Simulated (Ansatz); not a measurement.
Take BaZrO₃ in the cubic perovskite structure (space group Pm-3m, No. 221; a = 4.205 Å) as the base.

Method: r2SCAN in Ansatz (plane waves to 500 eV, PAW, without spin-orbit coupling).

The change: Hf takes the place of Zr on all its sites, then cell and atoms are relaxed.

Measured lattice parameter a: BaZrO3 4.191 Å (temperature not stated; as listed in Evaestov, Robert A, arXiv (2010)); BaHfO3 4.171 Å (room temperature; as listed in Zhao, Hongsheng, Chang, Aimin, Wang, Yunlan, arXiv (2008)).

### Question
How well does r2SCAN reproduce the measured shift?

### Answer
With r2SCAN the lattice parameter a moves by -0.028 Å (4.205 → 4.177) against -0.020 Å measured.

No phonon test of stability was made.

Ansatz is an electronic-structure program.
